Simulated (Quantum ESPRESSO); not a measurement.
Input and output of a self-consistent single point for SrCd11 (I4_1/amd, 24 atoms in the cell) (Quantum ESPRESSO).

Method of the run: PBEsol, GBRV 1.5 ultrasoft (PBESOL) pseudopotentials (plane waves; Quantum ESPRESSO).

```yaml
crystal:
  lattice:
    - [-5.90279, 5.90279, 3.78602]
    - [5.90279, -5.90279, 3.78602]
    - [5.90279, 5.90279, -3.78602]
  atoms:
    - { symbol: Sr, position: [0.50000, 0.50000, 0.00000] }
    - { symbol: Sr, position: [0.25000, 0.75000, 0.50000] }
    - { symbol: Cd, position: [0.42920, 0.84545, 0.17493] }
    - { symbol: Cd, position: [0.59545, 0.92052, 0.91625] }
    - { symbol: Cd, position: [0.67052, 0.25427, 0.82507] }
    - { symbol: Cd, position: [0.00427, 0.67920, 0.08375] }
    - { symbol: Cd, position: [0.32080, 0.99573, 0.91625] }
    - { symbol: Cd, position: [0.15455, 0.57080, 0.82507] }
    - { symbol: Cd, position: [0.07948, 0.40455, 0.08375] }
    - { symbol: Cd, position: [0.74573, 0.32948, 0.17493] }
    - { symbol: Cd, position: [0.32080, 0.40455, 0.32507] }
    - { symbol: Cd, position: [0.15455, 0.32948, 0.58375] }
    - { symbol: Cd, position: [0.07948, 0.99573, 0.67493] }
    - { symbol: Cd, position: [0.74573, 0.57080, 0.41625] }
    - { symbol: Cd, position: [0.42920, 0.25427, 0.58375] }
    - { symbol: Cd, position: [0.59545, 0.67920, 0.67493] }
    - { symbol: Cd, position: [0.67052, 0.84545, 0.41625] }
    - { symbol: Cd, position: [0.00427, 0.92052, 0.32507] }
    - { symbol: Cd, position: [0.87500, 0.12500, 0.75000] }
    - { symbol: Cd, position: [0.87500, 0.62500, 0.75000] }
    - { symbol: Cd, position: [0.37500, 0.12500, 0.25000] }
    - { symbol: Cd, position: [0.87500, 0.12500, 0.25000] }
    - { symbol: Cd, position: [0.75000, 0.25000, 0.50000] }
    - { symbol: Cd, position: [0.00000, 0.00000, 0.00000] }
```

Reference input (self-consistent single point, DFT, PBEsol, plane waves, GBRV 1.5 ultrasoft (PBESOL) pseudopotentials): ecutwfc = 40 Ry; ecutrho = 200 Ry; occupations = smearing; smearing = marzari-vanderbilt; degauss = 0.0147 Ry; potentials = {Sr: sr_pbesol_v1.uspp.F.UPF, Cd: cd_pbesol_v1.uspp.F.UPF}; K_POINTS = automatic 3 3 3 0 0 0; conv_thr = 1e-09 Ry. This run's input differs from it in these lines:

```diff
@@ -13,4 +13,4 @@
   ntyp = 2
-  ecutwfc = 40
-  ecutrho = 200
+  ecutwfc = 28
+  ecutrho = 140
   occupations = 'smearing'
```

Output (repeated stretches shortened):

```
     Self-consistent Calculation

     iteration #  1     ecut=    28.00 Ry     beta= 0.70

---- Real-time Memory Report at c_bands before calling an iterative solver
           402 MiB given to the printing process from OS
           283 MiB allocation reported by mallinfo(arena+hblkhd)
------------------

     negative rho (up, down):  5.850E-01 0.000E+00

     total energy              =   -2657.50160224 Ry
     estimated scf accuracy    <       3.51841574 Ry

     iteration #  2     ecut=    28.00 Ry     beta= 0.70

---- Real-time Memory Report at c_bands before calling an iterative solver
   [... lines left out ...]
           672 MiB given to the printing process from OS
           356 MiB allocation reported by mallinfo(arena+hblkhd)
------------------

     negative rho (up, down):  6.185E-01 0.000E+00

     total energy              =   -2658.97149649 Ry
     estimated scf accuracy    <       0.00000002 Ry

     iteration # 11     ecut=    28.00 Ry     beta= 0.70

---- Real-time Memory Report at c_bands before calling an iterative solver
           673 MiB given to the printing process from OS
           356 MiB allocation reported by mallinfo(arena+hblkhd)
------------------

     negative rho (up, down):  6.185E-01 0.000E+00
     End of self-consistent calculation

   [... 19 lines left out ...]

   [... 19 lines left out ...]

   [... 19 lines left out ...]

   [... 19 lines left out ...]

     the Fermi energy is    11.7097 ev

!    total energy              =   -2658.97149650 Ry
     estimated scf accuracy    <          9.5E-10 Ry
     smearing contrib. (-TS)   =      -0.00125866 Ry
     internal energy E=F+TS    =   -2658.97023784 Ry

     convergence has been achieved in  11 iterations

     negative rho (up, down):  6.185E-01 0.000E+00

     Forces acting on atoms (cartesian axes, Ry/au):

     atom    1 type  1   force =     0.00000000    0.00000000    0.00000000
     atom    2 type  1   force =    -0.00000000   -0.00000000    0.00000000
     atom    3 type  2   force =    -0.00033980    0.00104966   -0.00174783
   [... lines left out ...]
     Total force =     0.008268     Total SCF correction =     0.000124
   [... lines left out ...]

     negative rho (up, down):  6.185E-01 0.000E+00
          total   stress  (Ry/bohr**3)                   (kbar)     P=        8.98
   0.00003080  -0.00000000  -0.00000000            4.53       -0.00       -0.00
  -0.00000000   0.00003080  -0.00000000           -0.00        4.53       -0.00
  -0.00000000  -0.00000000   0.00012145           -0.00       -0.00       17.87

   JOB DONE.
```

The run converged in 11 iterations. Against the reference run the free energy goes up by 52.8 meV/atom, the pressure goes from 0.66 to 0.90 GPa and the largest force hardly changes (0.052 to 0.053 eV/Å).

The starting cell comes from a database of computed structures (which also holds hypothetical and non-ambient phases and stackings), without a prior relaxation at this level. Its lattice was rescaled by a random factor within 2.5 % of one. At the lowered cutoff the pressure carries the error of an incomplete plane-wave basis.

Cost on one core of a shared machine: roughly 7 min.
